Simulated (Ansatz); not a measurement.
## Response to strain in SiSe2

The parent structure is SiSe$_{2}$ (space group Ibam, No. 72; a = 6.2991 Å, b = 9.3068 Å, c = 5.8559 Å; made of chains). Axes: x, y, z lie along a, b, c of the conventional cell.

Strains are applied to the cell and any free atomic positions relax; under biaxial strain the out-of-plane vector relaxes too.

Level of theory: Ansatz (an electronic-structure program) PBEsol, without spin-orbit coupling, earlier PAW set.

Notes on the quantities. pressure: mean of the normal stresses, compression positive; energy relative to the base: free energy F.

| variant | pressure | band gap | energy relative to the base |
|---|---|---|---|
| base | 0.00 GPa | 1.66 eV | 0 meV/atom |
| biaxial strain +1.13 %, plane normal [001], relaxed out of plane | -0.08 GPa | 1.72 eV | +0.3 meV/atom |
| uniaxial strain ε_yy = −2.79 % | 0.17 GPa | 1.57 eV | +0.6 meV/atom |
| tensor shear ε_yz = −2.36 % | 0.05 GPa | 1.68 eV | +0.6 meV/atom |

A biaxial case was relaxed in a doubled cell and then solved in the primitive one. Whether these cells are dynamically stable was not tested. No dispersion term is included in the PBEsol runs.
